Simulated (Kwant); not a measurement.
Device: quantum point contact (saddle potential) in a GaN two-dimensional gas. Effective mass 0.22 mₑ, grid spacing 5 nm, hard walls, nominal width 100 nm (19 grid rows, so walls 100 nm apart), one parabolic valley, scattering region 300 nm long along x; energies count from the band bottom; Fermi energy 0.00492 eV. Potential (V0 + ½k y²) cos²(πx/L) for |x| < L/2, with V0 swept from 0.005166 to 0 eV, k = 1.4e-05 eV/nm², L = 63 nm.

The device is made up for the run: typed textbook-type constants, with dimensions and the other settings drawn at random.

Model: effective-mass tight-binding model on a square grid, one spin, coherent transport at 0 K (Kwant). Conductance is in e²/h.

Task: Compare with the saddle-point formula G = Σ 1/(1 + exp(−2π(E − V0 − ħωy(n + ½))/ħωx)), taking ħωy = ħ√(k/m) and ħωx from the curvature along x of V0 plus half of the mode's confinement energy.

Result: ħωy = 2.20 meV; at V0 = 4.19 meV the lowest mode has ħωx = 2.86 meV.

| V0 (meV) | formula | simulation |
|---|---|---|
| 4.87 | 0.11 | 0.11 |
| 4.19 | 0.31 | 0.34 |
| 3.52 | 0.69 | 0.72 |
| 2.84 | 0.99 | 1.00 |
| 2.17 | 1.20 | 1.23 |
| 1.50 | 1.59 | 1.65 |

The formula takes a parabolic saddle in the continuum; the run has the full potential on a grid.
